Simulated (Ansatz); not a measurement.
**By hand: formation energy of Rh_Mo in Mo (bcc, Im-3m)**

Subject: the formation energy of Rh_Mo in Mo (bcc, Im-3m). Reaction: 63 Mo (bcc) + Rh (fcc) → cell A.

A: a supercell of 64 sites of Mo (bcc, Im-3m) with Rh on a Mo site (8 Mo at 2.77 Å); spin state with PBE: run without spin.

Setting: static, neutral cells in Ansatz (PAW) whose structures rest at the PBE level. Ansatz (an electronic-structure program) runs with its default PAW set. Other levels take these structures. The lattices are those relaxed with PBE, so at other levels the solids can be strained, which adds to the spread. Larger cells are relaxed from a start prepared with the learned potential CHGNet, on a coarser mesh till forces fall under 0.03 eV/Å, which some starts already meet. A dispersion term (D3(BJ), or D4 for r2SCAN) was computed beside these levels and is taken off wherever the name lacks it. Mesh and cell size may move defect energies by 0.1 eV or more. Cell A has symmetry Im-3m within 0.02 Å and got no random move, so less symmetric positions, which may lie lower, weren't tried.

Total energies of the cells in eV, at zero smearing width. They compare only within one column; the weights balance every element.

```csv
cell,atoms,weight,PBE,PBE+D3(BJ)
A: Mo:Rh_Mo,64,+1,-318631.96301,-318677.01514
Mo (bcc),64,−63/64,-317185.64310,-317230.85081
Rh (fcc),1,−1,-6402.88819,-6403.52040
```

PBE: (-318631.96301) − 63/64 × (-317185.64310) − (-6402.88819) = 0.543 eV.

PBE+D3(BJ): (-318677.01514) − 63/64 × (-317230.85081) − (-6403.52040) = 0.624 eV.

What follows from the PBE value: With the reservoirs of the reaction as written, and without entropy terms or charged states, the share of sites that hold the defect in equilibrium is exp(−0.54 eV/k_BT) = 1.9×10^-3 at 1000 K.
